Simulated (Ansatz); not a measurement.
**InSb: pressure series**

Consider InSb in the zinc blende structure (space group F-43m, No. 216; a = 6.5573 Å).

Cell and atoms are relaxed at each pressure.

Method: DFT with r2SCAN, PAW potentials and a 500 eV plane-wave cutoff in Ansatz (a quantum-chemistry and plane-wave program), no SOC, earlier PAW set.

Two rows of this table had their results exchanged by mistake.

```json
[
 {"pressure": "pressure −2 GPa", "volume per atom (Å³)": "37.15", "shortest distance (Å)": "2.890", "band gap": "zero"},
 {"pressure": "pressure −1 GPa", "volume per atom (Å³)": "36.12", "shortest distance (Å)": "2.863", "band gap": "zero"},
 {"pressure": "pressure 0.7 GPa", "volume per atom (Å³)": "34.71", "shortest distance (Å)": "2.825", "band gap": "0.11 eV"},
 {"pressure": "pressure 1.5 GPa", "volume per atom (Å³)": "34.15", "shortest distance (Å)": "2.810", "band gap": "0.21 eV"},
 {"pressure": "pressure 3 GPa", "volume per atom (Å³)": "33.20", "shortest distance (Å)": "2.783", "band gap": "0.39 eV"},
 {"pressure": "pressure 5 GPa", "volume per atom (Å³)": "30.09", "shortest distance (Å)": "2.694", "band gap": "1.01 eV"},
 {"pressure": "pressure 7.5 GPa", "volume per atom (Å³)": "31.03", "shortest distance (Å)": "2.721", "band gap": "0.81 eV"},
 {"pressure": "pressure 10 GPa", "volume per atom (Å³)": "32.14", "shortest distance (Å)": "2.753", "band gap": "0.59 eV"}
]
```

### Question
Which two?

### Answer
The rows for pressure 5 GPa and pressure 10 GPa: the volume has to fall steadily with pressure, so 32.14 Å³ belongs to pressure 5 GPa and 30.09 Å³ to pressure 10 GPa.

With Sb present, leaving out spin-orbit coupling can change the band edges. Load acts through the strain it causes; cell and atoms are relaxed under it. Stability against distortions was not tested. Tetrahedral semiconductors of this kind turn to denser phases somewhere between about 1 and 50 GPa; those were not computed, so compressed cells here can lie past the real transition. The final runs are not spin-polarised. Gaps under 0.05 eV, about the width of the smearing, are given as zero. A zero or small gap of InSb can be the functional's error rather than a property of the material.
